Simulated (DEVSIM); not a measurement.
System: Si p-i-n diode, at 300 K.

```
layer (left to right)  material  thickness (μm)  Nd (cm⁻³)  Na (cm⁻³)  τn (s)  τp (s)
---------------------  --------  --------------  ---------  ---------  ------  ------
1                            Si            1.70          -     4.9e18  6.7e-7  6.7e-7
2                            Si            31.0     1.9e12          -  6.7e-7    2e-6
3                            Si           0.670     1.9e18          -  6.7e-7  6.7e-7
```

Left contact: ohmic. Right contact: ohmic. Voltage is applied to the left contact. Recombination: SRH at mid-gap, radiative. Gap narrowing is on: ΔEg = 6.92 meV × (l + √(l² + 0.5)), l = ln(N/1.3e17 cm⁻³), shared equally by both band edges. Mobility is μmin + (μ − μmin)/(1 + (N/Nref)^α).

The device is made up for the run: typed textbook-type constants, with dimensions and the other settings drawn at random. Values at 300 K.

| parameter | Si |
|---|---|
| gap (eV) | 1.124 |
| affinity (eV) | 4.05 |
| permittivity | 11.7 |
| Nc (cm⁻³) | 2.86e19 |
| Nv (cm⁻³) | 3.1e19 |
| μn (cm²/Vs) | 1417 |
| μp (cm²/Vs) | 470 |
| μn,min | 52 |
| μp,min | 45 |
| Nref,n | 9.7e16 |
| Nref,p | 2.2e17 |
| αn | 0.68 |
| αp | 0.72 |
| B (cm³/s) | 4.7e-15 |

DEVSIM, 1D drift-diffusion, Boltzmann statistics, complete ionisation; no tunnelling, impact ionisation, image-force lowering or self-heating.

Question: Tabulate band edges, carrier densities and field at 0.9 V on the left contact.

Answer: Energies count from the Fermi level of the right contact; mesh points crowd at the junctions.

| x (μm) | Ec (eV) | Ev (eV) | n (cm⁻³) | p (cm⁻³) | field (V/cm) |
|---|---|---|---|---|---|
| 0.000 | 0.126 | -0.948 | 170 | 4.9e18 | ≈ 0 |
| 0.05031 | 0.126 | -0.948 | 2.4e15 | 4.9e18 | ≈ 0 |
| 0.1941 | 0.126 | -0.948 | 9.4e15 | 4.9e18 | ≈ 0 |
| 0.6394 | 0.126 | -0.947 | 3.1e16 | 4.9e18 | ≈ 0 |
| 1.458 | 0.127 | -0.947 | 7.0e16 | 5.0e18 | ≈ 0 |
| 1.637 | 0.127 | -0.947 | 7.8e16 | 5.0e18 | ≈ 0 |
| 1.696 | 0.125 | -0.949 | 8.7e16 | 4.6e18 | -11000 |
| 1.768 | 0.099 | -1.025 | 2.4e17 | 2.4e17 | ≈ 0 |
| 1.953 | 0.099 | -1.025 | 2.4e17 | 2.4e17 | 10 |
| 2.544 | 0.100 | -1.024 | 2.4e17 | 2.4e17 | 10 |
| 4.394 | 0.102 | -1.022 | 2.3e17 | 2.3e17 | 11 |
| 13.95 | 0.113 | -1.011 | 1.9e17 | 1.9e17 | 13 |
| 26.39 | 0.130 | -0.994 | 1.4e17 | 1.4e17 | 16 |
| 30.62 | 0.137 | -0.986 | 1.3e17 | 1.3e17 | 18 |
| 32.26 | 0.140 | -0.983 | 1.2e17 | 1.2e17 | 19 |
| 32.58 | 0.141 | -0.983 | 1.2e17 | 1.2e17 | 19 |
| 32.68 | 0.139 | -0.985 | 1.3e17 | 1.1e17 | -2700 |
| 32.71 | 0.070 | -1.017 | 1.9e18 | 3.1e16 | -540 |
| 32.83 | 0.069 | -1.017 | 1.9e18 | 2.5e16 | 11 |
| 33.10 | 0.070 | -1.016 | 1.9e18 | 1.3e16 | 11 |
| 33.29 | 0.070 | -1.016 | 1.9e18 | 3.7e15 | 11 |
| 33.37 | 0.070 | -1.016 | 1.9e18 | 260 | 11 |
